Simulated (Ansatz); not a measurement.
Take Cu3N (space group Pm-3m, No. 221; a = 3.827 Å) as the base.

Method: Ansatz (a quantum-chemistry and plane-wave program) PBE, spin-orbit coupling left out.

Before the change:

```
Item           Value
--------  ----------
Density   6.06 g/cm³
Band gap     0.22 eV
```

The change: hydrostatic tension (pressure −2 GPa).

Q: Estimate the effect on the density.

A: The density shrinks by 0.108 g/cm³, from 6.06 g/cm³ to 5.96 g/cm³.

Q: How does this affect the band gap?

A: The band gap increases by 0.06 eV to 0.28 eV.

Load acts through the strain it causes; cell and atoms are relaxed under it. Stability against distortions was not tested. The final runs are not spin-polarised. A zero or small gap of Cu3N can be the functional's error rather than a property of the material.
